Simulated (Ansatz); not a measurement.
# BeSe (model structure, started from the BN type, Pm-3n, No. 223, 12 atoms in the cell): properties by level of theory

| level (code) | lattice constant a (Å) | cohesive energy (eV/atom) |
|---|---|---|
| LDA (Ansatz) | 6.269 | 4.49 |
| PBE (Ansatz) | 6.381 | [?] |
| PBEsol (Ansatz) | 6.328 | 4.11 |
| PBE-D3(BJ) (Ansatz) | 6.313 | [?] |

What belongs in the gaps?


- PBE (Ansatz, a first-principles code), cohesive energy (eV/atom): 3.82
- PBE-D3(BJ) (Ansatz), cohesive energy (eV/atom): 4.06

Ansatz's density-functional and Hartree–Fock values are scalar-relativistic unless marked +SOC, with PAW data made under PBE.

Free atoms are spin-polarised, in the lowest state found; at levels without +SOC their spin–orbit coupling is left out.

Computed values are for the static lattice.

A model structure was made by putting elements into a prototype or built by hand; it is no filed structure, need not be a known phase, and can be a saddle point held by its symmetry.
